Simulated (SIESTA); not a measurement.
**SIESTA run on KCdF3 (Pm-3m, 5 atoms in the cell): self-consistent single point**

Level of theory: GGA PBEsol, numerical atomic orbitals DZP, PseudoDojo PBEsol standard norm-conserving potentials (rewritten from UPF to PSML) in SIESTA.

The input file:

```
# files in the folder: K.psml Cd.psml F.psml (PseudoDojo PBEsol standard)
SystemName  KCdF3
SystemLabel siesta

NumberOfAtoms                5
NumberOfSpecies              3
%block ChemicalSpeciesLabel
  1 19 K
  2 48 Cd
  3 9 F
%endblock ChemicalSpeciesLabel
LatticeConstant              1.0 Ang
%block LatticeVectors
     4.382090000    0.000000000    0.000000000
     0.000000000    4.382090000    0.000000000
     0.000000000    0.000000000    4.382090000
%endblock LatticeVectors
AtomicCoordinatesFormat      Fractional
%block AtomicCoordinatesAndAtomicSpecies
     0.000000000    0.000000000    0.000000000  1
     0.500000000    0.500000000    0.500000000  2
     0.000000000    0.500000000    0.500000000  3
     0.500000000    0.000000000    0.500000000  3
     0.500000000    0.500000000    0.000000000  3
%endblock AtomicCoordinatesAndAtomicSpecies

XC.functional                GGA
XC.authors                   PBEsol
PAO.BasisSize                DZP
PAO.EnergyShift              0.01 Ry
MeshCutoff                   300 Ry
%block kgrid.MonkhorstPack
    6   0   0  0.0
    0   6   0  0.0
    0   0   6  0.0
%endblock kgrid.MonkhorstPack
OccupationFunction           FD
ElectronicTemperature        0.05 eV

MaxSCFIterations             150
SCF.Mixer.Method             Pulay
SCF.Mixer.Weight             0.1
SCF.Mixer.History            6
SCF.DM.Tolerance             1.0E-04
Diag.ParallelOverK           true
WriteForces                  true
Charge.Mulliken              end
```

Output, abridged:

```
reinit: Reading from file input.fdf

reinit: System Name: KCdF3
reinit: System Label: siesta

coor:   Atomic-coordinates input format  =     Fractional

siesta: Atomic coordinates (Bohr) and species
siesta:      0.00000   0.00000   0.00000  1        1
siesta:      4.14047   4.14047   4.14047  2        2
siesta:      0.00000   4.14047   4.14047  3        3
siesta:      4.14047   0.00000   4.14047  3        4
siesta:      4.14047   4.14047   0.00000  3        5

siesta: System type = bulk

initatomlists: Number of atoms, orbitals, and projectors:      5    67    75

siesta: ******************** Simulation parameters ****************************
redata: Spin configuration                          = none
redata: Time-Reversal Symmetry                      = T
redata: Number of Atomic Species                    =        3
redata: Mesh Cutoff                                 =   300.0000 Ry
redata: Net charge of the system                    =     0.0000 |e|
redata: Min. number of SCF Iter                     =        0
redata: Max. number of SCF Iter                     =      150
redata: SCF convergence failure will abort job
redata: SCF mix quantity                            = Hamiltonian
redata: Mix DM or H after convergence               =   F
redata: Recompute H after scf cycle                 =   F
redata: Mix DM in first SCF step                    =   T
redata: No kicks to SCF
redata: DM Mixing Weight for Kicks                  =     0.5000
redata: Require Harris convergence for SCF          =   F
redata: Harris energy tolerance for SCF             =     0.000100 eV
redata: Require DM convergence for SCF              =   T
redata: DM tolerance for SCF                        =     0.000100
redata: Require EDM convergence for SCF             =   F
redata: EDM tolerance for SCF                       =     0.001000 eV
redata: Require H convergence for SCF               =   T
   [... lines left out ...]
diag: Parallel distribution                         =     1 x     1
diag: Used triangular part                          = Lower
diag: Absolute tolerance                            =  0.100E-15
diag: Orthogonalization factor                      =  0.100E-05
diag: Memory factor                                 =  1.0000

superc: Internal auxiliary supercell:     5 x     5 x     5  =     125
superc: Number of atoms, orbitals, and projectors:    625   8375   9375

                        Single-point calculation

superc: Internal auxiliary supercell:     5 x     5 x     5  =     125
superc: Number of atoms, orbitals, and projectors:    625   8375   9375

outcell: Unit cell vectors (Ang):
        4.382090    0.000000    0.000000
        0.000000    4.382090    0.000000
        0.000000    0.000000    4.382090

outcell: Cell vector modules (Ang)   :    4.382090    4.382090    4.382090
outcell: Cell angles (23,13,12) (deg):     90.0000     90.0000     90.0000
outcell: Cell volume (Ang**3)        :     84.1480
new_DM -- step:     1
Initializing Density Matrix...

Attempting to read DM from file... Failed...
DM filled with atomic data:

InitMesh: MESH = 48 x 48 x 48 = 110592
InitMesh: Mesh cutoff (required, used) =   300.000   331.606 Ry

stepf: Fermi-Dirac step function
        iscf     Eharris(eV)        E_KS(eV)     FreeEng(eV)     dDmax    Ef(eV) dHmax(eV)
   scf:    1    -7585.301947    -7586.495118    -7586.495118  1.531671 -4.328301 11.040533
   scf:    2    -7589.153690    -7587.884037    -7587.884037  0.115005 -4.545808  8.565001
   scf:    3    -7590.243817    -7589.631738    -7589.631738  0.340334 -4.829249  0.986553
   scf:    4    -7589.182339    -7589.425243    -7589.425243  0.073627 -4.708704  2.582157
   scf:    5    -7589.766628    -7589.679881    -7589.679881  0.144664 -5.743747  0.593084
   scf:    6    -7589.692362    -7589.688939    -7589.688939  0.031642 -5.501390  0.077809
   scf:    7    -7589.684209    -7589.687026    -7589.687026  0.016794 -5.667800  0.373340
   scf:    8    -7589.690447    -7589.689214    -7589.689214  0.017715 -5.478222  0.003991
   scf:    9    -7589.689008    -7589.689132    -7589.689132  0.003596 -5.513600  0.073892
   scf:   10    -7589.689262    -7589.689215    -7589.689215  0.003520 -5.476436  0.000398
   scf:   11    -7589.689215    -7589.689215    -7589.689215  0.000020 -5.476607  0.000017
SCF Convergence by DM+H criterion
max |DM_out - DM_in|         :     0.0000200603
max |H_out - H_in|      (eV) :     0.0000169002
SCF cycle converged after 11 iterations

Using DM_out to compute the final energy and forces

siesta: E_KS(eV) =            -7589.6892

siesta: E_KS - E_eggbox =     -7589.6892

siesta: Atomic forces (eV/Ang):
     1    0.000000    0.000000    0.000000
     2    0.000000    0.000000    0.000000
     3   -0.000000    0.000000    0.000000
     4    0.000000    0.000000    0.000000
     5   -0.000000    0.000000   -0.000000
   Tot    0.000000    0.000000    0.000000
   Max    0.000000
   Res    0.000000    sqrt( Sum f_i^2 / 3N )
   Max    0.000000    constrained

Stress tensor Voigt[x,y,z,yz,xz,xy] (kbar):       11.51       11.51       11.51        0.00       -0.00       -0.00
(Free)E + p*V (eV/cell)    -7590.2940
Target enthalpy (eV/cell)    -7589.6892

siesta: Program's energy decomposition (eV):
siesta: Ebs     =     -1235.178166
siesta: Eions   =     11673.023674
siesta: Ena     =      2015.578842
siesta: Ekin    =      3293.338504
siesta: Enl     =         2.939883
siesta: Eso     =         0.000000
siesta: Edftu   =         0.000000
siesta: DEna    =        43.272762
siesta: DUscf   =         1.989758
siesta: DUext   =         0.000000
siesta: Ex      =     -1193.428328
siesta: Ec      =       -80.356962
siesta: Exc     =     -1273.785290
siesta: Eharris =     -7589.689215
siesta: Etot    =     -7589.689215
siesta: FreeEng =     -7589.689215

siesta: Stress tensor (static) (eV/Ang**3):
siesta:     0.007187   -0.000000   -0.000000
siesta:    -0.000000    0.007187    0.000000
siesta:    -0.000000    0.000000    0.007187

siesta: Cell volume =         84.148016 Ang**3

siesta: Pressure (static):
siesta:                Solid            Molecule  Units
siesta:          -0.00007827         -0.00007827  Ry/Bohr**3
siesta:          -0.00718665         -0.00718665  eV/Ang**3
siesta:         -11.51427900        -11.51427900  kBar

mulliken: Atomic and Orbital Populations:

Species: K
Atom  Qatom  Qorb
               3s      4s      4s      3py     3pz     3px     4py     4pz
               4px
   1  8.602   1.950   0.312  -0.017   2.001   2.001   2.001   0.118   0.118
              0.118

Species: Cd
Atom  Qatom  Qorb
               4s      5s      5s      4py     4pz     4px     5py     5pz
               5px     4dxy    4dyz    4dz2    4dxz    4dx2-y2 4dxy    4dyz
               4dz2    4dxz    4dx2-y2
   2 19.188   1.995   0.594  -0.073   2.002   2.002   2.002   0.233   0.233
              0.233   1.985   1.985   1.911   1.985   1.911   0.006   0.006

              0.085   0.006   0.085

Species: F
Atom  Qatom  Qorb
               2s      2s      2py     2pz     2px     2py     2pz     2px
               3Pdxy   3Pdyz   3Pdz2   3Pdxz   3Pdx2-y2
   3  7.403   1.887  -0.002   2.095   2.095   1.806  -0.204  -0.204  -0.082
              0.004   0.001   0.001   0.004   0.003
   4  7.403   1.887  -0.002   1.806   2.095   2.095  -0.082  -0.204  -0.204
              0.004   0.004   0.001   0.001   0.003
   5  7.403   1.887  -0.002   2.095   1.806   2.095  -0.204  -0.082  -0.204
              0.001   0.004   0.004   0.004   0.000

mulliken: Qtot =       50.000

Mulliken Atomic Populations:
Atom #   charge [q] valence [e]  Species
     1     0.398024    8.601976  K
     2     0.812166   19.187834  Cd
     3    -0.403397    7.403397  F
     4    -0.403397    7.403397  F
     5    -0.403397    7.403397  F
 Total     0.000000
```

The run converged in 11 iterations.

The starting cell comes from a database of computed structures (which also holds hypothetical and non-ambient phases and stackings), without a prior relaxation at this level. Values carry the incompleteness of an atom-centred basis.
